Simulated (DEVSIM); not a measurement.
System: isotype n-n heterojunction Al0.4Ga0.6As/GaAs, at 350 K.

| layer (left to right) | material | thickness (μm) | Nd (cm⁻³) | τn (s) | τp (s) |
|---|---|---|---|---|---|
| 1 | Al0.4Ga0.6As | 0.370 | 2.7e17 | 1.8e-9 | 1.8e-9 |
| 2 | GaAs | 0.350 | 2e16 | 1.8e-9 | 1.8e-9 |

Left contact: ohmic. Right contact: ohmic. Voltage is applied to the left contact. Recombination: SRH at mid-gap, radiative. Mobility is μmin + (μ − μmin)/(1 + (N/Nref)^α).

This is a model device: material constants are rounded textbook-type values typed into the input, and sizes, dopings and lifetimes were drawn at random. Values at 300 K; Nc and Nv go as T^1.5, mobilities as T to minus their exponent, the gap by Varshni's rule with the affinity fixed.

```tsv
parameter	Al0.4Ga0.6As	GaAs
gap (eV)	1.9228	1.424
affinity (eV)	3.754	4.07
permittivity	11.76	12.9
Nc (cm⁻³)	7.93e17	4.7e17
Nv (cm⁻³)	9e18	9e18
μn (cm²/Vs)	3220	8500
μp (cm²/Vs)	158	400
μn,min	500	500
μp,min	20	20
Nref,n	6e16	6e16
Nref,p	1.5e17	1.5e17
αn	0.39	0.39
αp	0.38	0.38
T exponent of μn	2.1	2.1
T exponent of μp	2.2	2.2
B (cm³/s)	2e-10	2e-10
Varshni α (eV/K)	0.000541	0.000541
Varshni β (K)	204	204
```

Model (solved in DEVSIM): 1D drift-diffusion, Boltzmann statistics, complete ionisation; no tunnelling, impact ionisation, image-force lowering or self-heating. Band offsets follow the typed affinities; no thermionic-emission limit at abrupt steps, no polarisation charge.

The doping Nd of layer 1 was swept, all else fixed.

```json
[
 {"doping Nd of layer 1 (cm^-3)": "8.1e15", "potential step across the device at zero bias (V)": "0.273"},
 {"doping Nd of layer 1 (cm^-3)": "2.7e16", "potential step across the device at zero bias (V)": "0.309"},
 {"doping Nd of layer 1 (cm^-3)": "8.1e16", "potential step across the device at zero bias (V)": "0.342"},
 {"doping Nd of layer 1 (cm^-3)": "2.7e17", "potential step across the device at zero bias (V)": "0.379"}
]
```

From the first row to the last the potential step across the device at zero bias goes from 0.273 to 0.379.
